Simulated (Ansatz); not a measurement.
Bond-angle distributions (per cent of the angles at each element, bins of 10°) of a relaxed model of amorphous Si30N44Ti3 at 3.05 g/cm³. Method: PBE, scalar-relativistic without spin-orbit coupling (plane waves to 420 eV, PAW; Ansatz, a first-principles code).

A CHGNet melt-quench gave the starting glass, which DFT then relaxed. N atoms were pushed apart under 1.9 Å during the dynamics, to hinder bonds among them. The hot cell started wider than the set density and was brought back towards it in steps. It is the lowest in DFT energy of 2 quenches. It is a model cell: composition and starting density were chosen by hand, and all elements were melted together. No dispersion term was used. Its density started from a set value of 3.05 and ended at 3.05 g/cm³. The quench (nominally 300 K/ps over its main leg) was far faster than any real one, so the model tends to hold more defects than a real film. A cell of this size samples the disorder only roughly. The volume was held where the preparation left it and the shape relaxed, at a PBE pressure of 0.3 GPa.

Neighbours within Si-Si 2.60 Å, Si-N 2.08 Å, Si-Ti 2.78 Å, N-N 1.70 Å, N-Ti 2.54 Å, Ti-Ti 3.12 Å count as bonded. Two cations that share two anions don't count as bonded, nor two that share one unless they lie closer than Si-Si 2.38 Å, Si-Ti 2.71 Å, Ti-Ti 3.04 Å.

```csv
angle (°),at Si,at N,at Ti
50-60,0,0,0
60-70,0,0,3
70-80,1,0,3
80-90,6,9,33
90-100,10,8,10
100-110,39,12,7
110-120,32,29,13
120-130,7,27,10
130-140,5,11,7
140-150,1,5,3
150-160,0,0,3
160-170,0,0,3
170-180,0,0,0
```

They go with these counts of neighbours within the cut-offs, cation contacts included: Si mean 4.0, most often 4; N mean 3.0, most often 3; Ti mean 5.0, most often 5.
